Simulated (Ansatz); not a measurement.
# ZnO under load (space group P6_3mc): band-edge transport data

Consider the following.

```
CELL_PARAMETERS angstrom
      3.24618     0.00000     0.00000
     -1.62309     2.81128     0.00000
      0.00000     0.00000     5.24068
ATOMIC_POSITIONS crystal
  Zn 0.66667 0.33333 0.50068
  Zn 0.33333 0.66667 0.00068
  O  0.66667 0.33333 0.87963
  O  0.33333 0.66667 0.37963
```

These are PBEsol with spin-orbit coupling, rigid bands (plane waves, PAW; Ansatz, a program for electronic structure) values and carry that method's errors. Condition of this run: hydrostatic pressure -2 GPa (the target of the relaxation). How the cell was made: cell and atoms relaxed with PBEsol, then loaded as said.

```
Property                                                                                                                                                          Value
---------------------------------------------------------------------------------------------------------------------------------------  ------------------------------
band gap                                                                                                                                                        0.66 eV
electron conductivity mass (300 K, dilute)                                                                                                                     0.149 mₑ
hole conductivity mass (300 K, dilute)                                                                                                   1.87 (x), 1.87 (y), 2.8 (z) mₑ
effective density of states N_c (300 K)                                                                                                                     1.3e18 cm⁻³
effective density of states N_v (300 K)                                                                                                                     8.1e19 cm⁻³
density-of-states mass, electrons                                                                                                                              0.142 mₑ
density-of-states mass, holes                                                                                                                                    2.2 mₑ
Seebeck coefficient, n-type 1e19 cm⁻³, 300 K                                                                                                                   -90 μV/K
best n-type power factor at 300 K for τ = 10 fs (best axis; densities from 1e16 to 1e21 cm⁻³ tried, whether or not they can be reached)    1.40 μW/(cm·K²) at 3e18 cm⁻³
Seebeck coefficient, p-type 1e19 cm⁻³, 300 K                                                                                                                   437 μV/K
```

Rigid bands; masses and Seebeck coefficients take one relaxation time τ for all states and one kind of carrier; polarons and phonon drag are left out.
